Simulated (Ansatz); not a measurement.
# What C → I does to HfC

Consider HfC in the rock salt structure (space group Fm-3m, No. 225; a = 4.6515 Å).

Now apply this change: every C is replaced by I; the structure is relaxed again.

Computed with PBE/PAW in Ansatz (a first-principles code), without spin-orbit coupling. Settings: 14×14×14 k-points, 0.05 eV Fermi–Dirac smearing, for the changed cell.

The volume per atom grows by 13.74 Å³ (12.58 Å³ → 26.32 Å³) and the density shrinks by 2.94 g/cm³, from 12.57 g/cm³ to 9.63 g/cm³. The lattice parameter a grows by 2.453 bohr to 11.243 bohr and the space group is still Fm-3m (No. 225). The shortest interatomic distance grows by 1.226 bohr (4.395 bohr → 5.621 bohr) and the band gap remains zero.

Final structure:

```
HfI
1.0
    0.00000     2.97470     2.97470
    2.97470     0.00000     2.97470
    2.97470     2.97470     0.00000
Hf I
1 1
Direct
  0.00000   0.00000   0.00000
  0.50000   0.50000   0.50000
```

Cost of the whole job for the changed cell (relaxation, final SCF and bands): very roughly 40 core-seconds.

Whether these cells are dynamically stable was not tested. As relaxed here, HfI is a hypothetical phase, not in the database extracts checked. The final runs are not spin-polarised. An odd electron count without spin: HfI. HfI has a high density of states at the Fermi level and may be magnetic at this level.
